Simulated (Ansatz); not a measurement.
Consider interstitial Li in diamond, charge state +1. Level of theory: PBE, PAW (plane waves to 420 eV; Ansatz, a first-principles code).

Settings: 64 host sites, the relaxed PBE lattice, a 2×2×2 k-point mesh shifted by half a step, smearing 0.01 eV, spin-restricted, no image-charge correction. Energies are static. The host's phase is taken as given; its stability against other phases was not computed. The charge state is imposed; whether it is stable for some Fermi level was not computed. Sites that were not tried may lie lower.

Barriers: single points on a 3×3×3 k-point mesh shifted by half a step at the bands' geometries.

The only route run: Li moves alone to another site; the atom moves 1.55 Å along (-0.25, 0.25, -0.25) of the unit cell; the moving atom starts with neighbours 4 C at 1.63, 6 C at 1.84 Å and ends with 4 C at 1.63, 6 C at 1.84 Å. Its barrier is 1.85 eV. The check of the saddle point's order was inconclusive, and it lies on a symmetry element of the cell, where a band can be held. The defect has 4 equivalent sites to jump to, 1.55 Å away. Attempt frequency: take 10 THz as a typical guess.

### Question
Estimate the defect's diffusion coefficient at 400 K, how far it wanders in 1 s, and how much an error of 0.1 eV in the barrier would matter.

### Answer
kT = 0.0345 eV, so each jump happens at Γ = ν exp(−E/kT) = 1.0e13 × exp(−53.67) ≈ 4.9e-11 s⁻¹. For uncorrelated jumps in a cubic host D = z λ² Γ / 6 = 4 × (1.55e-8 cm)² × 4.9e-11 / 6 ≈ 7.8e-27 cm²/s. The root-mean-square distance is √(6Dt) ≈ 2e-6 nm, less than one jump, so the defect is frozen in. An error of 0.1 eV changes D by a factor exp(0.1/kT) ≈ 18, and the distance by its square root. This is the isolated defect's own diffusivity; trapping, its concentration and zero-point motion are left out.
